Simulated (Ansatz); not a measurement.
Relaxation of the outer planes of the (0001) surface of hcp Y in its 1x1 cell, outermost plane spacing 2.84 Å in the ideal cut.

These are PBE (plane waves to 420 eV, PAW; Ansatz, a first-principles code) values and carry that method's errors.

Model: 5-atom slab, 11.4 Å thick at the start, 12x12x1 mesh, Fermi-Dirac 0.1 eV, dipole correction, all atoms relaxed; held to the start's symmetry, so lower structures may exist; no spin, no spin-orbit, no U.

| plane | atoms | bulk spacing to the next (Å) | relaxed spacing (Å) | change (%) | rumpling (Å) |
|---|---|---|---|---|---|
| 1 | Y | 2.838 | 2.767 | -2.5 | 0.00 |
